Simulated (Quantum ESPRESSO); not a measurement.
Quantum ESPRESSO run on TiAl (P4mm, 2 atoms in the cell): self-consistent single point.

Method of the run: PBEsol, GBRV 1.5 ultrasoft (PBESOL) pseudopotentials (plane waves; Quantum ESPRESSO).

```xyz
2
Lattice="3.1632 0.0000 0.0000 0.0000 3.1632 0.0000 0.0000 0.0000 3.1632" Properties=species:S:1:pos:R:3 pbc="T T T"
Ti     0.0000     0.0000     0.0500
Al     1.5816     1.5816     1.5816
```

Reference input (self-consistent single point, DFT, PBEsol, plane waves, GBRV 1.5 ultrasoft (PBESOL) pseudopotentials): ecutwfc = 50 Ry; ecutrho = 400 Ry; occupations = smearing; smearing = gauss; degauss = 0.0073499 Ry; potentials = {Ti: ti_pbesol_v1.4.uspp.F.UPF, Al: al_pbesol_v1.uspp.F.UPF}; K_POINTS = automatic 7 7 7 0 0 0; conv_thr = 1e-10 Ry. This run's input differs from it in these lines:

```diff
@@ -16,4 +16,4 @@
  occupations = 'smearing'
- smearing = 'gauss'
- degauss = 0.0073499
+ smearing = 'mp'
+ degauss = 0.073499
 /
@@ -29,3 +29,3 @@
 K_POINTS automatic
-7 7 7  0 0 0
+12 12 12  0 0 0
 CELL_PARAMETERS alat
```

Output, abridged:

```
     Self-consistent Calculation

     iteration #  1     ecut=    50.00 Ry     beta= 0.70

     negative rho (up, down):  1.127E-03 0.000E+00

     total energy              =    -125.58458496 Ry
     estimated scf accuracy    <       0.52345046 Ry

     iteration #  2     ecut=    50.00 Ry     beta= 0.70

     negative rho (up, down):  6.864E-04 0.000E+00

     total energy              =    -125.48017276 Ry
     estimated scf accuracy    <       1.72594888 Ry

     iteration #  3     ecut=    50.00 Ry     beta= 0.70

     negative rho (up, down):  6.467E-04 0.000E+00

     total energy              =    -125.84477893 Ry
     estimated scf accuracy    <       0.02759535 Ry

   [... 5 blocks of this kind left out ...]

     iteration #  9     ecut=    50.00 Ry     beta= 0.70

     negative rho (up, down):  6.576E-04 0.000E+00

     total energy              =    -125.84986420 Ry
     estimated scf accuracy    <          6.9E-09 Ry

     iteration # 10     ecut=    50.00 Ry     beta= 0.70

     negative rho (up, down):  6.576E-04 0.000E+00
     End of self-consistent calculation

     Number of k-points >= 100: set verbosity='high' to print the bands.

     the Fermi energy is    11.4771 ev

!    total energy              =    -125.84986420 Ry
     estimated scf accuracy    <          8.5E-11 Ry
     smearing contrib. (-TS)   =      -0.00299335 Ry
     internal energy E=F+TS    =    -125.84687085 Ry

     convergence has been achieved in  10 iterations

     negative rho (up, down):  6.576E-04 0.000E+00

     Forces acting on atoms (cartesian axes, Ry/au):

     atom    1 type  1   force =     0.00000000    0.00000000   -0.01272229
     atom    2 type  2   force =     0.00000000    0.00000000    0.01272229

     Total force =     0.017992     Total SCF correction =     0.000000

     negative rho (up, down):  6.576E-04 0.000E+00
          total   stress  (Ry/bohr**3)                   (kbar)     P=       -4.23
  -0.00002579   0.00000000   0.00000000           -3.79        0.00        0.00
   0.00000000  -0.00002579   0.00000000            0.00       -3.79        0.00
   0.00000000   0.00000000  -0.00003462            0.00        0.00       -5.09

   JOB DONE.
```

The run converged in 10 iterations. Against the reference run the free energy goes up by 1.2 meV/atom, the pressure goes from -0.92 to -0.42 GPa and the largest force hardly changes (0.325 to 0.327 eV/Å).

The starting cell comes from a database of computed structures (which also holds hypothetical and non-ambient phases and stackings), without a prior relaxation at this level. Its lattice was rescaled by up to half a per cent. One atom was moved a little off its site on purpose. Spin polarisation is off.

Cost on one core of a shared machine: roughly 50 s.
